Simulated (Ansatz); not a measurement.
Ti5Te4 (I4/m, No. 87) was calculated with PBEsol-D3(BJ) (Ansatz, a program for electronic structure, PAW).

Numerical settings: plane-wave cutoff 520 eV, 16×16×16 k mesh, Fermi–Dirac smearing 0.05 eV, no spin polarisation, scalar-relativistic PAW data made under PBE.

Energies at three volumes about the minimum:

```csv
V (Å³/atom),E − E_lowest (meV/atom)
19.115,2.30
19.505,0.00
19.895,2.18
```

**Question.** Fit a parabola by hand: where is the minimum, and what is the bulk modulus?

**Answer.** Slopes: (0.00 − 2.30)/(19.505 − 19.115) = -5.897 and (2.18 − 0.00)/(19.895 − 19.505) = 5.590 meV/Å³. Curvature E″ = 2 × (5.590 − (-5.897))/(19.895 − 19.115) = 29.454 meV/Å⁶. From the middle of the first interval, the slope vanishes at V0 = 19.3100 − (-5.897)/29.454 = 19.510 Å³/atom. B = V0 E″ = 19.510 × 29.454 meV/Å³ × 0.1602 GPa per meV/Å³ = 92.1 GPa. The full Birch–Murnaghan fit to all volumes gives V0 = 19.503 Å³/atom and B0 = 91.9 GPa.

Shape and atoms are relaxed at each volume.

Note: the volume lies 10 % below that of the published cell; the bulk modulus comes from volumes at which shape and atoms were relaxed.
